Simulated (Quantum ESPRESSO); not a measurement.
**Energy against c/a at fixed volume: hcp Ru (space group 194) (Quantum ESPRESSO, LDA)**

```
Ru
1.0
    2.71137     0.00000     0.00000
   -1.35569     2.34812     0.00000
    0.00000     0.00000     4.11088
Ru
2
Direct
  0.66667   0.33333   0.75000
  0.33333   0.66667   0.25000
```

Method: LDA (PZ), GBRV 1.5 ultrasoft (LDA) pseudopotentials (plane waves; Quantum ESPRESSO). Settings: ecutwfc = 52 Ry; ecutrho = 416 Ry; occupations = smearing; smearing = fd; degauss = 0.0036749 Ry; potentials = {Ru: ru_lda_v1.2.uspp.F.UPF}; K_POINTS = automatic 28 28 16 0 0 0; conv_thr = 1e-10 Ry; mixing_beta = 0.4. The cell above is the first row's. The rows change c/a at fixed volume. In all rows fractional positions and the k mesh are held. E is the free energy at the stated smearing, counted from the lowest row.

| c/a | E (meV/atom) |
|---|---|
| 1.5162 | 22.45 |
| 1.5320 | 12.45 |
| 1.5477 | 5.42 |
| 1.5635 | 1.28 |
| 1.5793 | 0.00 |
| 1.5951 | 1.56 |
| 1.6109 | 5.88 |
| 1.6267 | 12.92 |
| 1.6425 | ? |

**Question.** Using a cubic, estimate the missing E at c/a = 1.6425 from the other rows, showing the fit.

**Answer.** With u = c/a - 1.57, the rows have u = -0.05380, -0.03800, -0.02230, -0.00650, 0.00930, 0.02510, 0.04090, 0.05670. Least squares gives E = 0.411 - 96.48·u + 5710.8·u² - 2075·u³. Residuals (row less fit): -0.004, 0.013, -0.005, 0.000, -0.006, 0.006, 0.004, -0.002; standard error 0.009 (degrees of freedom: 4). The fitted curve has its minimum at c/a = 1.58, where E = 0.00. To one more digit the minimum is at c/a = 1.578; the ideal close-packed ratio is 1.633. At the withheld row, u = 0.07250, so E = 0.411 - 96.48 × 0.07250 + 5710.8 × 0.07250² - 2075 × 0.07250³ = 22.643 meV/atom. The calculation gives 22.55 meV/atom, 0.093 meV/atom below the prediction (0.4 % of the range of E in the table). The row lies outside the fitted rows, so this is an extrapolation. From the scatter of the fitted rows alone, a prediction at this place has a standard error of 0.023 meV/atom, so the miss is 4.1 times that.

Carrying the step between the two nearest rows on in a straight line would have given 19.96, off by 2.59; series whose last step already gives the withheld value aren't shown. The reference cell has the volume at which an earlier scan in this program and functional put its minimum by a fit; axis ratios and inner coordinates come from a measured-size cell. The runs keep the symmetry of the cell, so they don't test it for distortions. The best c/a moves a little with volume. Spin polarisation is off. In metals such curves are sensitive to mesh and smearing. Cutoffs and mesh are single choices, not tested for convergence of this quantity. Series with a scatter that would blur these digits, or in which a gap closes, are not shown. Strain series were run only where this level's volume lies within 10 % of a first guess from the measured size.

Terms beyond the fitted order, or numerical noise in single rows, can give a miss of this size; the table doesn't tell which.
